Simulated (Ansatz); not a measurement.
Structures of equal composition on the (111)A surface of zinc-blende CdTe (Cd plane on top): 2x2 Mg adatom at H3; 2x2 Mg adatom at T4. The slabs share one bottom face, and each structure is named by its start. These are constructed structures in small cells; real faces may alloy, dewet or reconstruct in larger ones, and not all known structures of the face are among them. Slabs of about 16 Å with all that they carry, Fermi-Dirac smearing of 0.025 eV. Bottom of the slabs: H caps. Relaxed from the named starts with such symmetry as they have, on meshes of like density; energies extrapolated to zero smearing; no spin-orbit coupling, no U. Spin-polarised runs, if any, are marked in brackets, and their order is one that fits the cell; the others ran without spin. Where a second, spin-polarised start was run, the lower counts.

Host crystal: zinc-blende CdTe, with a band gap (PBE, scalar-relativistic without spin-orbit coupling).

Computed with PBE (plane waves to 420 eV, PAW; Ansatz, a quantum-chemistry and plane-wave program).

### Question
Rank these by energy per 1x1 cell (lowest first), as PBE gives it.

### Answer
2x2 Mg adatom at T4 (0.000 eV, gap 0.49 eV on the mesh), 2x2 Mg adatom at H3 (0.179 eV, no gap over 0.04 eV on the mesh)
